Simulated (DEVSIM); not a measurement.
Device: Schottky contact on n-type GaN, at 300 K.

Layer 1 from the left is GaN, thickness (μm) 1.10, Nd (cm⁻³) 8.5e16, τn (s) 3.9e-10, τp (s) 3.9e-10.

Left contact: Schottky, work function 4.94 eV, emission velocity 4.4e6 cm/s. Right contact: ohmic. Voltage is applied to the left contact. Recombination: SRH at mid-gap, radiative. Mobility is μmin + (μ − μmin)/(1 + (N/Nref)^α).

Constants are typed, rounded textbook-type inputs, not results; the design itself was drawn at random and stands for no fabricated device. Values at 300 K.

GaN: gap (eV) 3.43, affinity (eV) 4.1, permittivity 9.5, Nc (cm⁻³) 2.3e18, Nv (cm⁻³) 4.6e19, μn (cm²/Vs) 1200, μp (cm²/Vs) 100, μn,min 55, μp,min 3, Nref,n 2e17, Nref,p 3e17, αn 1, αp 2, B (cm³/s) 1e-11.

DEVSIM, 1D drift-diffusion, Boltzmann statistics, complete ionisation; no tunnelling, impact ionisation, image-force lowering or self-heating. Metal contacts follow the ideal Schottky-Mott rule: no Fermi-level pinning, no interface dipoles.

Dark forward current:

| |V| (V) | |J| (A/cm²) |
|---|---|
| 0.05 | 7.171e-8 |
| 0.10 | 5.670e-7 |
| 0.15 | 3.988e-6 |
| 0.20 | 2.761e-5 |
| 0.25 | 0.0001907 |
| 0.30 | 0.001316 |
| 0.35 | 0.009075 |
| 0.40 | 0.06255 |
| 0.45 | 0.4306 |
| 0.50 | 2.957 |
| 0.55 | 20.14 |
| 0.60 | 131.9 |
| 0.65 | 720.9 |
| 0.70 | 2529 |

**Question.** Work out the local ideality factor n = ΔV / (kT/q · ln(J2/J1)) between the rows 0.15 and 0.20 V, 0.65 and 0.70 V.

**Answer.** kT/q = 25.85 mV. From 0.15 to 0.20 V: ln(2.761e-5/3.988e-6) = 1.935, n = 1.00, near the 1 of diffusion or emission over a barrier. From 0.65 to 0.70 V: ln(2529/720.9) = 1.255, n = 1.54; the layers' resistance at their doping, Σ W/(qμN) = 9.4e-6 Ω cm², would take 17 mV of this step of 50 mV.

**Question.** Estimate the current at 0.35 V for emission alone, J0 = q v N_band exp(−φB/kT), and read the barrier back from the simulated current.

**Answer.** φB = 0.840 eV, N_band = 2.30e18 cm⁻³, J0 = 1.25e-8 A/cm²; J = J0 (exp(qV/kT) − 1) = 0.00950 A/cm². The simulation gives 0.00907 A/cm²; the estimate lies 4.7 % above. Read backwards, the simulated current gives an apparent barrier of 0.841 eV. The estimate leaves out transport through the depletion region and minority injection.
